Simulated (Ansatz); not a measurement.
## Convergence series on SiO2 (P4_2/mnm, 6 atoms in the cell)

```
CELL_PARAMETERS angstrom
      4.15105     0.00000     0.00000
      0.00000     4.15105     0.00000
      0.00000     0.00000     2.64124
ATOMIC_POSITIONS crystal
  Si 0.50000 0.50000 0.50000
  Si 0.00000 0.00000 0.00000
  O  0.69316 0.69316 0.00000
  O  0.30684 0.30684 0.00000
  O  0.80684 0.19316 0.50000
  O  0.19316 0.80684 0.50000
```

Method: PBE, PAW files (plane waves; Ansatz, a program for electronic structure).

The starting cell comes from a database of computed structures (which also holds hypothetical and non-ambient phases and stackings), without a prior relaxation at this level. Its lattice was rescaled by a random factor within 2.5 % of one. In the base run, with a pressure of about 20 GPa the cell is away from its equilibrium volume at this level. Ansatz's pressure includes its estimate of the finite-basis (Pulay) stress. Another mesh or the band path of this cell gives a smaller gap, so this value is not converged in the mesh.

Held fixed: kpoints.mp_grid.grid = 8 8 12; kpoints.mp_grid.shift = 0.5 0.5 0.5; hamiltonian.xc = pbe; hamiltonian.pseudopotentials = {kind: paw} (the program's default PAW files); scf.occupations.method = fixed.

ΔF is the free energy per atom less that of the last row (840 eV).

The first pressure column holds Ansatz's estimate of the finite-basis (Pulay) stress, which hides part of the cutoff error; the other is without it.

The series runs over basis.ecutwfc = 170 eV; 210 eV; 250 eV; 295 eV; 335 eV; 380 eV; 420 eV; 485 eV; 545 eV; 630 eV; 735 eV; 840 eV.

**Question.** From which setting on does the largest force stay within 0.01 eV/Å of the last one?

**Answer.** From basis.ecutwfc = 380 eV on; the one before it is off by 0.021 eV/Å. The value it settles on is 0.416 eV/Å at this level of theory and with the other settings as held.

**Question.** From which setting on does the energy stay within 2 meV/atom of the last one?

**Answer.** From basis.ecutwfc = 485 eV on; the one before it is off by 3.2 meV/atom.

```
basis.ecutwfc  ΔF (meV/atom)  pressure (GPa)  largest force (eV/Å)  gap on the mesh (eV)  pressure at a fixed set of plane waves (GPa)  plane waves  iterations
-------------  -------------  --------------  --------------------  --------------------  --------------------------------------------  -----------  ----------
170 eV                7628.9           -4.47                 0.653                 5.316                                       -401.24          233           7
210 eV                2965.1           26.11                 0.115                 5.564                                       -202.18          307           7
250 eV                 960.3           25.45                 0.347                 6.201                                        -75.16          431           8
295 eV                 242.6           19.44                 0.466                 6.321                                        -12.17          507           7
335 eV                  66.9           19.06                 0.437                 6.362                                          8.52          615           7
380 eV                  13.5           19.57                 0.421                 6.378                                         16.86          777           7
420 eV                   3.2           19.69                 0.419                 6.382                                         19.12          889           7
485 eV                  1.26           19.69                 0.419                 6.383                                         19.65         1121           7
545 eV                  0.88           19.67                 0.418                 6.383                                         19.61         1299           7
630 eV                  0.40           19.66                 0.417                 6.383                                         19.63         1627           7
735 eV                  0.22           19.65                 0.416                 6.383                                         19.63         2047           7
840 eV                  0.00           19.64                 0.416                 6.383                                         19.62         2529           7
```

The gap is read on the k-point mesh of the run and can differ from the gap over the whole zone at this level.

Keys are those of Ansatz 0.2.
